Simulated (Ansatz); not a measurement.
System: O vacancy in monoclinic HfO2 (neutral cell). Level of theory: PBE, PAW (plane waves to 420 eV; Ansatz, a program for electronic structure).

Cell of 96 host sites held at the relaxed PBE lattice; the Γ point alone; Fermi-Dirac width 0.01 eV, spin-restricted; finite-size errors left in. No zero-point or tunnelling terms. Spin-orbit coupling is left out. The charge state is imposed; whether it is stable for some Fermi level was not computed. Forms of the defect that were not tried may lie lower.

Barriers: single points on a 2×2×2 k-point mesh shifted by half a step at the bands' geometries (they differ from the bands' own by up to 0.14 eV, and are uncertain by about as much).

Relaxed starting cell (atoms counted from 1):

```
CELL_PARAMETERS angstrom
     10.32305     0.00000     0.00000
      0.00000    10.42402     0.00000
     -1.79660     0.00000    10.55307
ATOMIC_POSITIONS crystal
  Hf 0.13928 0.22809 0.35368
  Hf 0.13790 0.22766 0.85287
  Hf 0.13785 0.72768 0.35320
  Hf 0.13787 0.72853 0.85350
  Hf 0.63826 0.22796 0.35352
  Hf 0.63777 0.22850 0.85338
  Hf 0.63794 0.72758 0.35384
  Hf 0.63778 0.72845 0.85368
  Hf 0.36261 0.27111 0.14556
  Hf 0.36229 0.27160 0.64362
  Hf 0.36211 0.77106 0.14493
  Hf 0.36176 0.77109 0.64504
  Hf 0.86310 0.27126 0.14532
  Hf 0.86188 0.27128 0.64502
  Hf 0.86207 0.77144 0.14508
  Hf 0.86149 0.77112 0.64519
  Hf 0.36099 0.47668 0.39433
  Hf 0.36281 0.47820 0.89481
  Hf 0.36271 0.97766 0.39448
  Hf 0.36214 0.97833 0.89481
  Hf 0.86229 0.47774 0.39499
  Hf 0.86218 0.47825 0.89498
  Hf 0.86227 0.97794 0.39497
  Hf 0.86219 0.97846 0.89512
  Hf 0.13822 0.02129 0.10340
  Hf 0.13675 0.02146 0.60338
  Hf 0.13789 0.52168 0.10335
  Hf 0.13747 0.52170 0.60361
  Hf 0.63801 0.02123 0.10330
  Hf 0.63792 0.02137 0.60357
  Hf 0.63802 0.52124 0.10376
  Hf 0.63670 0.52160 0.60307
  O  0.03337 0.08464 0.42328
  O  0.03380 0.08576 0.92369
  O  0.03383 0.58467 0.42340
  O  0.03347 0.58586 0.92383
  O  0.53354 0.08523 0.42333
  O  0.53376 0.08532 0.92323
  O  0.53369 0.58650 0.42505
  O  0.53335 0.58592 0.92423
  O  0.46627 0.41427 0.07523
  O  0.46410 0.41457 0.57444
  O  0.46655 0.91402 0.07493
  O  0.46558 0.91515 0.57528
  O  0.96683 0.41407 0.07480
  O  0.96813 0.41215 0.57369
  O  0.96649 0.91438 0.07515
  O  0.96635 0.91375 0.57508
  O  0.46690 0.33510 0.32494
  O  0.46683 0.33612 0.82542
  O  0.46639 0.83557 0.32510
  O  0.46616 0.83544 0.82468
  O  0.96784 0.33552 0.32552
  O  0.96700 0.33614 0.82433
  O  0.96644 0.83490 0.32501
  O  0.96620 0.83559 0.82499
  O  0.03479 0.16491 0.17302
  O  0.03278 0.16312 0.67405
  O  0.03317 0.66386 0.17346
  O  0.03357 0.66458 0.67353
  O  0.53370 0.16428 0.17324
  O  0.53490 0.16491 0.67291
  O  0.53350 0.66380 0.17411
  O  0.53308 0.66404 0.67404
  O  0.22448 0.37145 0.98683
  O  0.22533 0.87116 0.48732
  O  0.22452 0.87141 0.98732
  O  0.72453 0.37099 0.48776
  O  0.72486 0.37131 0.98764
  O  0.72445 0.87064 0.48772
  O  0.72454 0.87133 0.98750
  O  0.27581 0.12861 0.01104
  O  0.27187 0.13418 0.50994
  O  0.27544 0.62860 0.01098
  O  0.27457 0.62648 0.51070
  O  0.77572 0.12855 0.01120
  O  0.77549 0.12812 0.51095
  O  0.77534 0.62846 0.01111
  O  0.77656 0.62749 0.51139
  O  0.27620 0.12068 0.26092
  O  0.27519 0.12037 0.76088
  O  0.27493 0.62146 0.26038
  O  0.27540 0.62101 0.76139
  O  0.77573 0.12107 0.26102
  O  0.77601 0.12128 0.76122
  O  0.77542 0.62096 0.26112
  O  0.77507 0.62139 0.76104
  O  0.22430 0.37864 0.24068
  O  0.22404 0.37742 0.73241
  O  0.22452 0.87820 0.23726
  O  0.22420 0.87794 0.73714
  O  0.72514 0.37812 0.23779
  O  0.72461 0.37860 0.73738
  O  0.72455 0.87837 0.23746
  O  0.72414 0.87853 0.73767
```

End state 1 differs by these moves (Å; atoms that move under 0.08 Å are left out):

| atom | element | Δx | Δy | Δz |
|---|---|---|---|---|
| 73 | O | -0.41 | 2.41 | -0.23 |

Task: What forward and backward barriers to end state 1 does PBE, PAW give?

Result: forward 2.35 eV, backward 2.35 eV; at the saddle point atom 73 has neighbours 2 Hf at 1.98 Å. The program found a first-order saddle point.

End state 2 differs by these moves (Å; atoms that move under 0.08 Å are left out):

```json
[
 {"atom": "89", "element": "O", "Δx": "0.44", "Δy": "-0.07", "Δz": "-2.55"}
]
```

Task: Give the forward and backward barriers to end state 2 at the level PBE, PAW.

Result: forward 2.66 eV, backward 2.66 eV; at the saddle point atom 89 has neighbours 2 Hf at 1.97 Å. The program found a first-order saddle point.
